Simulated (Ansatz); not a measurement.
# Li on the 1x1 (111) surface of fcc Cu, one in a 2x2 cell, started at the site 'hollow Cu-Cu-Cu over Cu at depth 4.1 Å'

The numbers are results of PBE (plane waves to 420 eV, PAW; Ansatz, a quantum-chemistry and plane-wave program), not measurements.

Model: 17-atom slab, 6.2 Å thick at the start under the adsorbate (thin: gaps and levels are the slab's own), 6x6x1 mesh, Fermi-Dirac 0.1 eV, dipole correction, 8 atoms held, the rest relaxed; start symmetry kept, larger cells not searched; no spin, no spin-orbit, no U, no dispersion correction. At the end it is bonded to 3 Cu. In PBE it is, or lies within 0.03 eV of, the lowest of the starts that converged.

adsorption energy against an atom of bcc Li: -0.44 eV
work function of the top face: 2.05 eV
change of the work function: -2.72 eV
change of the step from the bottom to the top vacuum level, against the clean slab: -2.71 eV
energy released by relaxation: 0.063 eV
height of the binding atom over the mean of the host atoms within 0.3 Å of the top one: 2.003 Å
nearest host atoms of the binding atom: Cu at 2.52 Å, Cu at 2.52 Å, Cu at 2.52 Å
largest move of a host atom: 0.10 Å
cost: around 3.0 core-minutes (rough)

A negative adsorption energy means that the adsorbate is more stable on the surface than in its reference.
